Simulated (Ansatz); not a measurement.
Defect: O vacancy in wurtzite ZnO, charge state +2. The step: a nearby O atom hops onto the vacant site; the atom moves 3.27 Å along (-0.99, -1.00, 0.00) of the unit cell; the moving atom starts with neighbours Zn at 1.91, 2 Zn at 2.01, Zn at 2.02 Å and ends with Zn at 1.91, 2 Zn at 2.01, Zn at 2.02 Å. DFT values are from Ansatz (plane-wave PAW, 420 eV unless said) in a cell of 72 host sites, spin-restricted, static, with no finite-size correction. The charge state is imposed; whether it is stable for some Fermi level was not computed. Forms of the defect that were not tried may lie lower. For the PBE band: the saddle point's order was not checked, and it lies on a symmetry element of the cell, where a band can be held.

```json
[
 {"Level": "CHGNet universal potential (has no charge state), its own band", "Forward barrier (eV)": "1.04", "Cost of the band or of the saddle's single point": "-"},
 {"Level": "PBE, one k-point at (0.125, 0.250, 0.250), band relaxed", "Forward barrier (eV)": "1.31", "Cost of the band or of the saddle's single point": "roughly 17 core-minutes"},
 {"Level": "PBE, a 2×2×2 k-point mesh shifted by half a step along c, same geometries", "Forward barrier (eV)": "1.33", "Cost of the band or of the saddle's single point": "around 3.0 core-minutes (rough)"},
 {"Level": "r2SCAN at 500 eV, one k-point at (0.125, 0.250, 0.250), same geometries", "Forward barrier (eV)": "?", "Cost of the band or of the saddle's single point": "roughly 100 core-seconds"}
]
```

### Question
Fill in the missing entries.

### Answer

- r2SCAN at 500 eV, one k-point at (0.125, 0.250, 0.250), same geometries, Forward barrier (eV): 1.57

Ansatz is an electronic-structure program.
